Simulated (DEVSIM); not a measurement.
Device: TaN/AlN/p-Si capacitor, at 300 K.

```
layer (left to right)  material  thickness (nm)  Na (cm⁻³)
---------------------  --------  --------------  ---------
1                           AlN            3.00          -
2                            Si            1500     1.4e17
```

Metal gate on the left, work function 4.4 eV. Fixed charge at the semiconductor interface 1.6e12 cm⁻² (in units of +e); no interface traps.

The device is made up for the run: typed textbook-type constants, with dimensions and the other settings drawn at random. Values at 300 K.

| parameter | AlN | Si |
|---|---|---|
| gap (eV) | 6.1 | 1.124 |
| affinity (eV) | 1.9 | 4.05 |
| permittivity | 8.5 | 11.7 |
| Nc (cm⁻³) | - | 2.86e19 |
| Nv (cm⁻³) | - | 3.1e19 |

Simulated with DEVSIM: 1D Poisson equation in equilibrium, Boltzmann statistics, complete ionisation; no quantum confinement or tunnelling. Metal contacts follow the ideal Schottky-Mott rule: no Fermi-level pinning, no interface dipoles.

Base results: threshold voltage (band bending 2φF) (V) 0.19; capacitance of the dielectric stack (μF/cm²) 2.51; flat-band voltage (V) -0.74; minimum of the low-frequency capacitance (μF/cm²) 0.124.

**Question.** What follows from this one change: AlN thickness 0.003 → 0.0021 μm?

**Answer.** threshold voltage (band bending 2φF) little changed (0.20 V); capacitance of the dielectric stack 2.51 → 3.58 μF/cm²; flat-band voltage -0.74 → -0.71 V; minimum of the low-frequency capacitance little changed (0.125 μF/cm²).

**Question.** What follows from this one change: substrate doping 1.4e+17 → 2.8e+17 cm^-3?

**Answer.** threshold voltage (band bending 2φF) 0.19 → 0.24 V; capacitance of the dielectric stack little changed (2.51 μF/cm²); flat-band voltage -0.74 → -0.75 V; minimum of the low-frequency capacitance 0.124 → 0.168 μF/cm².

**Question.** What follows from this one change: fixed charge 1.6e+12 → 7.3e+12 cm^-2?

**Answer.** threshold voltage (band bending 2φF) 0.19 → -0.17 V; capacitance of the dielectric stack little changed (2.51 μF/cm²); flat-band voltage -0.74 → -1.10 V; minimum of the low-frequency capacitance little changed (0.123 μF/cm²).
